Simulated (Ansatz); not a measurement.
## Response to strain in In2S3

Consider In2S3 in the corundum structure (space group R-3c, No. 167; a = 6.574 Å, c = 17.608 Å (hexagonal axes); a cell from a computed database, its experimental status unchecked). Axes: x lies along a and z along c of the hexagonal cell.

Strains are applied to the cell and any free atomic positions relax; under biaxial strain the out-of-plane vector relaxes too.

All numbers come from Kohn–Sham DFT with the PBEsol functional, run in Ansatz (a first-principles code) with PAW and 420 eV plane waves, without spin-orbit coupling.

Base values:

| Property | Result |
|---|---|
| Band gap | 0.45 eV |

### Question
The aim is a band gap between 0.34 eV and 0.40 eV. Which of these changes reaches it?
A) isotropic strain +2.30 %
B) biaxial strain −0.62 %, plane normal [001], relaxed out of plane
C) biaxial strain −3.22 %, plane normal [001], relaxed out of plane
D) strain tensor (xx, yy, zz, yz, xz, xy) = (−0.63, −0.78, +2.21, −0.83, −0.33, +0.07) %

### Answer
D, strain tensor (xx, yy, zz, yz, xz, xy) = (−0.63, −0.78, +2.21, −0.83, −0.33, +0.07) %. It gives 0.37 eV; biaxial strain −3.22 %, plane normal [001], relaxed out of plane gives 0.57 eV; isotropic strain +2.30 % gives zero; biaxial strain −0.62 %, plane normal [001], relaxed out of plane gives 0.49 eV. Changes not listed may reach it too

The mesh was chosen for an insulator and is coarse for the gapless case. Whether these cells are dynamically stable was not tested. The final runs are not spin-polarised. The zero or small gap of In2S3 under isotropic strain +2.30 % can change with the level of theory.
